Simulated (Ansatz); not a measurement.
Bond-angle distributions (per cent of the angles at each element, bins of 10°) of a relaxed model of amorphous Ge₁₄Sb₂₈Te₅₆ at 6.20 g/cm³. All values below come from PBE-D3(BJ), scalar-relativistic without spin-orbit coupling, PAW (Ansatz default set, large-core Te) (plane waves to 420 eV; Ansatz, a program for electronic structure).

Preparation: random packing, a CHGNet melt and quench, and a DFT relaxation. The hot cell started wider than the set density and was brought back towards it in steps. It is the lowest in DFT energy of 8 quenches. It is a model cell: composition and starting density were chosen by hand, and all elements were melted together. The geometry includes D3(BJ) dispersion. Its density started from a set value of 5.91 and ended at 6.20 g/cm³. The simulated quench (nominally 40 K/ps over its main leg) is rapid and tends to freeze in more defects than a deposited or slowly cooled glass has. Values belong to this one cell and scatter from quench to quench. Volume and shape were free in the relaxation. Stress components on the final sampling reach 0.5 GPa. On a 2×2×2 Γ-centred mesh force components of up to 0.36 eV/Å stay, since the relaxation ran on the zone centre alone.

Neighbours within Ge-Ge 2.85 Å, Ge-Sb 3.11 Å, Ge-Te 3.18 Å, Sb-Sb 3.34 Å, Sb-Te 3.40 Å, Te-Te 3.31 Å count as bonded.

```csv
angle (°),at Ge,at Sb,at Te
50-60,1,0,1
60-70,3,2,3
70-80,1,11,12
80-90,26,28,27
90-100,36,25,20
100-110,14,9,7
110-120,5,4,7
120-130,1,1,8
130-140,3,3,2
140-150,0,1,5
150-160,4,3,4
160-170,4,9,3
170-180,3,3,1
```

They go with these counts of neighbours within the cut-offs, cation contacts included: Ge mean 3.8, most often 3; Sb mean 5.0, most often 5; Te mean 3.5, most often 3.
